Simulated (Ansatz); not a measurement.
LiNbO3: stress against strain

LiNbO3 (R3c, 10.897 Å³/atom and stress up to 0.01 GPa in the relaxed cell, c along z) under an equal strain ε in the (0001) plane with the normal axis free, as in a coherent film. PBE in Ansatz, a plane-wave DFT program (PAW, default set), 420 eV, 8×8×8 Γ-centred mesh, Fermi-Dirac smearing 0.05 eV; ions are relaxed, or left where forces stay under 0.02 eV/Å, within the symmetry of each cell. Stress is positive for a compressed cell.

Here s stands for strain and y for stress xx.

```csv
strain (%),stress xx (GPa)
-3.00,?
-1.50,3.33
-0.75,1.62
0.00,0.01
0.75,-1.51
1.50,-2.90
```

Q: Using a straight line, estimate the missing y at s = -3.00 from the other rows, showing the fit.

A: Means: s 0, y 0.110. About the means, the sum of products is -11.692 and the sum of squares of s is 5.6250; the slope is their ratio. Least squares gives y = 0.110 - 2.0787·s. Residuals (row less fit): 0.102, -0.049, -0.100, -0.061, 0.108; standard error 0.113 (degrees of freedom: 3). The slope gives the biaxial elastic modulus of this plane = 208 ± 5 GPa (± standard error of the fit, which holds the terms cut off). At the withheld row, y = 0.110 - 2.0787 × (-3.00) = 6.346 GPa. The calculation gives 7.07 GPa, 0.724 GPa above the prediction (7.3 % of the range of y in the table). The row lies outside the fitted rows, so this is an extrapolation. From the scatter of the fitted rows alone, a prediction at this place has a standard error of 0.189 GPa, so the miss is 3.8 times that.

A polynomial of degree 2 through the 8 other runs of the series gives 7.10 there, so most of the miss is curvature that the fit leaves out. The start is a measured cell from the literature; how it stands against other phases or cation orders wasn't checked. Rows are the converged runs of the series near zero and its far end; series whose fitted rows scatter by over a few per cent of the range, as at a crossing or softening among them, aren't shown in this form, nor equations of state whose B0' disagrees with the runs' pressures. Most that stay on the fit to the last digits aren't either.
